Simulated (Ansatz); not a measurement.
## BN: band gap against strain

BN (wurtzite, P6_3mc, 5.876 Å³/atom at rest, c along z) under a strain ε along c (axis z), the other axes held. PBEsol in Ansatz, a plane-wave DFT program (PAW, default set), 420 eV, 15×15×8 Γ-centred mesh, Fermi-Dirac smearing 0.05 eV; ions are relaxed within the symmetry of each cell. Gaps are the smallest over the k-mesh and a band path, without spin-orbit coupling; in all rows the valence edge lies at Γ and the conduction edge at about 1.6 Å⁻¹ from Γ.

Here s stands for strain and Eg for gap.

| strain (%) | gap (eV) |
|---|---|
| -3.00 | ? |
| -1.80 | 5.03 |
| -1.20 | 5.00 |
| -0.60 | 4.98 |
| 0.00 | 4.96 |

The 4 complete rows are fitted with a straight line, Eg against s. Means: s -0.90000, Eg 4.993. About the means, the sum of products is -0.069000 and the sum of squares of s is 1.8000; the slope is their ratio. Least squares gives Eg = 4.958 - 0.0383·s. Residuals (row less fit): 0.003, -0.004, -0.001, 0.002; standard error 0.004 (degrees of freedom: 2). Over these rows the gap moves by -3.8 ± 0.3 eV per unit strain.

Problem. What does the fit predict for Eg at s = -3.00, and how far is the calculated value from it?

Solution. Eg = 4.958 - 0.0383 × (-3.0) = 5.073 eV. The calculation gives 5.09 eV, 0.017 eV above the prediction (13.1 % of the range of Eg in the table). The row lies outside the fitted rows, so this is an extrapolation. The fitted rows scatter only by rounding.

BN is here a metastable high-pressure form. Rows are the converged runs of the series near zero and its far end; series whose fitted rows scatter by over a few per cent of the range, as at a crossing or softening among them, aren't shown in this form. Most that stay on the fit to the last digits aren't either.
